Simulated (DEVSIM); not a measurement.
Device: abrupt Si n-p junction, at 300 K.

| layer (left to right) | material | thickness (μm) | Nd (cm⁻³) | Na (cm⁻³) | τn (s) | τp (s) |
|---|---|---|---|---|---|---|
| 1 | Si | 180 | 2e15 | - | 0.00011 | 0.00011 |
| 2 | Si | 210 | - | 5.8e17 | 0.00011 | 0.00011 |

Left contact: ohmic. Right contact: ohmic. Voltage is applied to the left contact. Recombination: SRH at mid-gap. Mobility is constant in doping.

The device is made up for the run: typed textbook-type constants, with dimensions and the other settings drawn at random. Values at 300 K.

| parameter | Si |
|---|---|
| gap (eV) | 1.124 |
| affinity (eV) | 4.05 |
| permittivity | 11.7 |
| Nc (cm⁻³) | 2.86e19 |
| Nv (cm⁻³) | 3.1e19 |
| μn (cm²/Vs) | 1417 |
| μp (cm²/Vs) | 470 |

Simulated with DEVSIM: 1D drift-diffusion, Boltzmann statistics, complete ionisation; no tunnelling, impact ionisation, image-force lowering or self-heating.

Q: Tabulate band edges, carrier densities and field at -0.9 V on the left contact.

A: Energies count from the Fermi level of the right contact; mesh points crowd at the junctions.

```json
[
 {"x (μm)": "0.000", "Ec (eV)": "1.147", "Ev (eV)": "0.023", "n (cm⁻³)": "2.0e15", "p (cm⁻³)": "58000", "field (V/cm)": "-240"},
 {"x (μm)": "0.07615", "Ec (eV)": "1.145", "Ev (eV)": "0.022", "n (cm⁻³)": "2.1e15", "p (cm⁻³)": "1.4e14", "field (V/cm)": "-230"},
 {"x (μm)": "0.4112", "Ec (eV)": "1.139", "Ev (eV)": "0.015", "n (cm⁻³)": "2.6e15", "p (cm⁻³)": "6.5e14", "field (V/cm)": "-170"},
 {"x (μm)": "1.792", "Ec (eV)": "1.123", "Ev (eV)": "-0.001", "n (cm⁻³)": "4.3e15", "p (cm⁻³)": "2.3e15", "field (V/cm)": "-82"},
 {"x (μm)": "12.85", "Ec (eV)": "1.083", "Ev (eV)": "-0.041", "n (cm⁻³)": "1.5e16", "p (cm⁻³)": "1.3e16", "field (V/cm)": "-20"},
 {"x (μm)": "53.70", "Ec (eV)": "1.042", "Ev (eV)": "-0.082", "n (cm⁻³)": "4.8e16", "p (cm⁻³)": "4.6e16", "field (V/cm)": "≈ 0"},
 {"x (μm)": "144.8", "Ec (eV)": "1.010", "Ev (eV)": "-0.113", "n (cm⁻³)": "1.2e17", "p (cm⁻³)": "1.2e17", "field (V/cm)": "≈ 0"},
 {"x (μm)": "174.8", "Ec (eV)": "1.004", "Ev (eV)": "-0.120", "n (cm⁻³)": "1.5e17", "p (cm⁻³)": "1.5e17", "field (V/cm)": "≈ 0"},
 {"x (μm)": "178.8", "Ec (eV)": "1.004", "Ev (eV)": "-0.120", "n (cm⁻³)": "1.5e17", "p (cm⁻³)": "1.5e17", "field (V/cm)": "≈ 0"},
 {"x (μm)": "179.7", "Ec (eV)": "1.003", "Ev (eV)": "-0.121", "n (cm⁻³)": "1.5e17", "p (cm⁻³)": "1.5e17", "field (V/cm)": "≈ 0"},
 {"x (μm)": "180.0", "Ec (eV)": "1.003", "Ev (eV)": "-0.121", "n (cm⁻³)": "1.5e17", "p (cm⁻³)": "1.5e17", "field (V/cm)": "75"},
 {"x (μm)": "180.0", "Ec (eV)": "1.040", "Ev (eV)": "-0.084", "n (cm⁻³)": "3.7e16", "p (cm⁻³)": "6.2e17", "field (V/cm)": "33"},
 {"x (μm)": "180.2", "Ec (eV)": "1.040", "Ev (eV)": "-0.084", "n (cm⁻³)": "3.7e16", "p (cm⁻³)": "6.2e17", "field (V/cm)": "≈ 0"},
 {"x (μm)": "181.0", "Ec (eV)": "1.040", "Ev (eV)": "-0.084", "n (cm⁻³)": "3.6e16", "p (cm⁻³)": "6.2e17", "field (V/cm)": "≈ 0"},
 {"x (μm)": "187.2", "Ec (eV)": "1.039", "Ev (eV)": "-0.085", "n (cm⁻³)": "3.6e16", "p (cm⁻³)": "6.2e17", "field (V/cm)": "≈ 0"},
 {"x (μm)": "210.3", "Ec (eV)": "1.037", "Ev (eV)": "-0.087", "n (cm⁻³)": "3.3e16", "p (cm⁻³)": "6.1e17", "field (V/cm)": "≈ 0"},
 {"x (μm)": "304.4", "Ec (eV)": "1.029", "Ev (eV)": "-0.095", "n (cm⁻³)": "1.8e16", "p (cm⁻³)": "6.0e17", "field (V/cm)": "≈ 0"},
 {"x (μm)": "369.5", "Ec (eV)": "1.023", "Ev (eV)": "-0.101", "n (cm⁻³)": "4.7e15", "p (cm⁻³)": "5.8e17", "field (V/cm)": "≈ 0"},
 {"x (μm)": "387.1", "Ec (eV)": "1.021", "Ev (eV)": "-0.103", "n (cm⁻³)": "6.8e14", "p (cm⁻³)": "5.8e17", "field (V/cm)": "≈ 0"},
 {"x (μm)": "389.3", "Ec (eV)": "1.021", "Ev (eV)": "-0.103", "n (cm⁻³)": "1.6e14", "p (cm⁻³)": "5.8e17", "field (V/cm)": "≈ 0"},
 {"x (μm)": "389.9", "Ec (eV)": "1.021", "Ev (eV)": "-0.103", "n (cm⁻³)": "3.2e13", "p (cm⁻³)": "5.8e17", "field (V/cm)": "≈ 0"},
 {"x (μm)": "390.0", "Ec (eV)": "1.021", "Ev (eV)": "-0.103", "n (cm⁻³)": "200", "p (cm⁻³)": "5.8e17", "field (V/cm)": "≈ 0"}
]
```
